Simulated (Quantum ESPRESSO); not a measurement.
# A short convergence ladder for CsPbBr3 (P4mm, 5 atoms in the cell)

```xyz
5
Lattice="5.8407 0.0000 0.0000 0.0000 5.8407 0.0000 0.0000 0.0000 5.8407" Properties=species:S:1:pos:R:3 pbc="T T T"
Cs     0.0000     0.0000     0.0500
Pb     2.9203     2.9203     2.9203
Br     2.9203     0.0000     2.9203
Br     0.0000     2.9203     2.9203
Br     2.9203     2.9203     0.0000
```

Base method: LDA (PZ), GBRV 1.5 ultrasoft (LDA) pseudopotentials (plane waves; Quantum ESPRESSO).

Base settings: ecutwfc = 40 Ry; ecutrho = 200 Ry; occupations = smearing; smearing = fermi-dirac; degauss = 0.000734986 Ry; potentials = {Cs: cs_lda_v1.uspp.F.UPF, Pb: pb_lda_v1.uspp.F.UPF, Br: br_lda_v1.4.uspp.F.UPF}; K_POINTS = automatic 2 2 2 0 0 0; conv_thr = 1e-11 Ry.

**The width of Fermi-Dirac smearing**

The mesh stays at the base's, so the ladder's end is converged at best in this setting alone.

Only quantities that move along the ladder and can be compared are tabulated; the gap is left out on so coarse a mesh.

```csv
degauss,free energy less the last step's (meV/atom),pressure (GPa)
0.073499 Ry,-379.80,1.43
0.036749 Ry,-47.56,0.38
0.0147 Ry,-1.69,0.48
0.0073499 Ry,-0.04,0.54
0.00147 Ry,0.00,0.54
```

Widest degauss that holds the pressure within 0.2 GPa of the last step, with all finer ones: 0.036749 Ry; the step before is off by 0.89 GPa.

Widest degauss that holds the free energy within 2 meV/atom of the last step, with all finer ones: 0.0147 Ry; the step before is off by 48 meV/atom.

On the base run: the starting cell has typed, rounded lattice constants, without a prior relaxation at this level. Its lattice was rescaled by up to half a per cent. One atom was moved a little off its site on purpose.
